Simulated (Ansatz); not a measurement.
We consider CsPbCl3 (within 0.1 Å of Pm-3m, No. 221, 5 atoms in the cell; start mp-675022), described by r²SCAN+SOC (Ansatz, a program for electronic structure, plane waves, PAW).

Run with plane-wave cutoff 560 eV, 6×6×6 k mesh, Fermi–Dirac smearing 0.01 eV, PAW data made under PBE.

Cell (relaxed with PBEsol):

```cif
data_Cl3CsPb
_chemical_formula_sum 'Cs1 Pb1 Cl3'
_space_group_name_H-M_alt 'P 1'
_space_group_IT_number 1
_cell_length_a 5.61875
_cell_length_b 5.61875
_cell_length_c 5.61875
_cell_angle_alpha 90.004
_cell_angle_beta 90.004
_cell_angle_gamma 90.004
loop_
_space_group_symop_operation_xyz
  'x, y, z'
loop_
_atom_site_label
_atom_site_type_symbol
_atom_site_fract_x
_atom_site_fract_y
_atom_site_fract_z
_atom_site_occupancy
Cs1 Cs 0.50000 0.50000 0.50000 1
Pb1 Pb 0.00000 0.00000 0.00000 1
Cl1 Cl 0.50000 0.00017 0.99983 1
Cl2 Cl 0.99983 0.50000 0.00017 1
Cl3 Cl 0.00017 0.99983 0.50000 1
```

Q: Predict the band gap and direct gap at Γ.

A: 
* **band gap**: 1.05 eV (direct)
* **direct gap at Γ**: 6.48 eV

Note: cell and atoms aren't relaxed at this level (pressure 0.7 GPa).

The computed numbers hold no vibrational or temperature effects.

It cost roughly 7 core-minutes of CPU time.

A start named mp-… is a Materials Project structure, which need not be a measured phase.
